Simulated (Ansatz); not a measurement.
Start from ZnAu in the CsCl type structure (space group Pm-3m, No. 221; a = 3.129 Å; relaxed with 0.1 eV smearing).

Method: PBEsol in Ansatz (plane waves to 420 eV, PAW, no SOC).

Strains are applied to the cell and any free atomic positions relax.

One change was made to it. Results:

```json
[
 {"quantity": "pressure", "base": "0.0 GPa", "after": "-8.6 GPa"},
 {"quantity": "energy relative to the base (free energy F)", "base": "0 meV/atom", "after": "+34 meV/atom"}
]
```

Question: Which change produced these results?
A. isotropic strain −1.00 %
B. isotropic strain +2.50 %
C. isotropic strain +0.50 %

Answer: B, isotropic strain +2.50 %. For comparison, the energy relative to the base in the other runs: isotropic strain +0.50 % gives +1.5 meV/atom; isotropic strain −1.00 % gives +6.4 meV/atom.

Stability against distortions was not tested.

Ansatz is a first-principles code.
